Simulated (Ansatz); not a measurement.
Convergence study of the plane-wave cutoff for CaC2 (R3m, 3 atoms in the cell)

```xyz
3
Lattice="1.9347 1.1170 3.9341 -1.9347 1.1170 3.9341 0.0000 -2.2340 3.9341" Properties=species:S:1:pos:R:3 pbc="T T T"
Ca     0.0000     0.0000     0.0500
C      0.0000     0.0000     6.5257
C      0.0000     0.0000     5.2767
```

Computed with PBEsol, default PAW files made with PBE (plane waves; Ansatz, a program for electronic structure).

Base settings: basis.ecutwfc = 420 eV; kpoints.mp_grid.grid = 8 8 8; hamiltonian.xc = pbesol; hamiltonian.pseudopotentials = {kind: paw} (the program's default PAW files); scf.occupations.method = fermi_dirac; scf.occupations.width = 0.05 eV.

The second cell is the first with its lattice scaled by 0.98.

The mesh stays at the base's, so the ladder's end is converged at best in this setting alone.

The first pressure column holds Ansatz's estimate of the finite-basis (Pulay) stress, which hides part of the cutoff error; the other is without it.

Only quantities that move along the ladder and can be compared are tabulated.

The count of work is k-points × plane waves × bands × iterations; it is no time. 

The starting cell comes from a database of computed structures (which also holds hypothetical and non-ambient phases and stackings), without a prior relaxation at this level. Its lattice was rescaled by up to half a per cent. One atom was moved a little off its site on purpose.

```tsv
basis.ecutwfc	free energy less the last step's (meV/atom)	energy of the compressed cell less the first (meV/atom)	pressure (GPa)	pressure without the Pulay estimate (GPa)	largest difference of a force vector from the last step's (eV/Å)	count of work / last
145 eV	5808.97	38.22	-2.34	-135.31	1.077	0.062
170 eV	3156.39	-4.88	-0.79	-83.91	0.120	0.066
190 eV	1900.91	32.98	1.39	-56.70	0.158	0.078
210 eV	1125.80	31.94	1.41	-37.80	0.203	0.098
230 eV	664.07	20.65	0.51	-25.03	0.480	0.11
250 eV	390.07	17.01	-0.43	-16.63	0.556	0.12
295 eV	116.23	10.66	-1.06	-6.98	0.320	0.16
335 eV	37.32	9.87	-1.18	-3.52	0.124	0.19
380 eV	9.04	9.43	-1.28	-1.99	0.033	0.23
420 eV	2.49	9.20	-1.32	-1.52	0.009	0.27
460 eV	0.93	9.16	-1.33	-1.37	0.003	0.30
505 eV	0.64	9.15	-1.33	-1.33	0.002	0.34
565 eV	0.51	9.14	-1.33	-1.34	0.001	0.42
630 eV	0.29	9.14	-1.33	-1.34	0.001	0.49
735 eV	0.07	9.13	-1.33	-1.33	0.000	0.62
840 eV	0.03	9.13	-1.33	-1.33	0.000	0.75
1010 eV	0.00	9.13	-1.33	-1.33	0.000	1.0
```

Coarsest basis.ecutwfc that holds the forces within 0.02 eV/Å of the last step, with all finer ones: 420 eV, at 0.27 of the last step's count of work; the step before is off by 0.033 eV/Å.

Coarsest basis.ecutwfc that holds the free energy within 1 meV/atom of the last step, with all finer ones: 460 eV, at 0.30 of the last step's count of work; the step before is off by 2.5 meV/atom.

Coarsest basis.ecutwfc that holds the pressure without the Pulay estimate within 1 GPa of the last step, with all finer ones: 380 eV, at 0.23 of the last step's count of work; the step before is off by 2.2 GPa.

The energy difference between the two cells stays within 1 meV/atom of the last step's from 335 eV on, the total only from 460 eV on: much of the error is common to both cells and cancels.

At the lowest cutoff the pressure without the Pulay estimate lies 134 GPa under the last step's, the usual sign of Pulay stress in an incomplete plane-wave basis.

Keys are those of Ansatz 0.2.
